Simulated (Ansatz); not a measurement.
**Fluorite HfO2 (high-temperature phase)**

The numbers are results of Hartree–Fock in Ansatz (plane waves, PAW), not measurements.

Numerical settings: plane-wave cutoff 460 eV, 8×8×8 k mesh, Fermi–Dirac smearing 0.01 eV, scalar-relativistic PAW data made under PBE.

Cell (relaxed at this level):

Space group Fm-3m (No. 225); a = 5.091 Å, b = 5.091 Å, c = 5.091 Å, α = 90.00°, β = 90.00°, γ = 90.00°

```json
[
 {"atom": "Hf", "site": "4a", "symmetry": "m-3m", "x": "0.0000", "y": "0.0000", "z": "0.0000"},
 {"atom": "O", "site": "8c", "symmetry": "-43m", "x": "0.2500", "y": "0.2500", "z": "0.2500"}
]
```
(The calculation used a cell of 3 atoms; values per cell refer to that cell.)

```json
{
  "bulk_modulus": "285 GPa",
  "band_gap": "13.91 eV (on the SCF k mesh)",
  "Γ–Γ gap": "15.26 eV",
  "pressure derivative B′ of the bulk modulus": "4.0"
}
```

Measured, for comparison: bulk modulus 242 ± 16 GPa (room temperature, no zero-point or thermal correction, nanocrystalline cubic HfO2, second-order Birch-Murnaghan; as tabulated in High-pressure structural stability, equation of state, and thermal expansion …). Computed (rounded) less measured: bulk modulus +18 %.

Note: symmetry holds this phase in the static calculation, where it need not be a minimum; held by symmetry at 0 K, a high-temperature phase can be a saddle point.

Spin–orbit coupling is not included.

Computed values are for the static lattice.

Cost on a shared machine: around 18 core-minutes (rough).

Ansatz is a program for electronic structure.
